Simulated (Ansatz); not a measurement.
The starting structures come from a database of crystals and need not be the phases stable at ambient conditions.

Inside the gap of an insulator the Bloch states are evanescent, with a wavenumber k + iκ along the transport direction.

Given:

```yaml
crystal:
  lattice:
    - [5.98482, 0.00000, 0.00000]
    - [-1.99494, 5.64254, 0.00000]
    - [1.99494, 2.82127, 4.79077]
  atoms:
    - { symbol: Zr, position: [0.12500, 0.87500, 0.75000] }
    - { symbol: Zr, position: [0.37500, 0.62500, 0.25000] }
    - { symbol: Zr, position: [0.25000, 0.12500, 0.12500] }
    - { symbol: Zr, position: [0.75000, 0.37500, 0.37500] }
    - { symbol: Zr, position: [0.87500, 0.25000, 0.87500] }
    - { symbol: Zr, position: [0.62500, 0.75000, 0.62500] }
    - { symbol: N, position: [0.36968, 0.36968, 0.63032] }
    - { symbol: N, position: [0.63032, 0.50000, 0.00000] }
    - { symbol: N, position: [0.50000, 0.00000, 0.86968] }
    - { symbol: N, position: [0.00000, 0.63032, 0.50000] }
    - { symbol: N, position: [0.13032, 0.50000, 0.00000] }
    - { symbol: N, position: [0.86968, 0.86968, 0.13032] }
    - { symbol: N, position: [0.00000, 0.13032, 0.50000] }
    - { symbol: N, position: [0.50000, 0.00000, 0.36968] }
```

Space group of this cell: Fdd2. The cell is strained (lengths across the current scaled by 1.02, ions clamped); by PBEsol its mean pressure is -14.7 GPa.

Transport runs along the normal of the first two printed cell vectors.

The gap is the functional's own, uncorrected, and κ follows it; spin-orbit coupling is left out. Mid-gap values are interpolated between the computed energies.

### Question
Compute, with PBEsol (Ansatz, a quantum-chemistry and plane-wave program), the band gap and the smallest decay constant κ at mid-gap.

### Answer
Gap 0.57 eV on a 6×6×6 mesh; κ = 0.143 1/Å, at the zone centre.
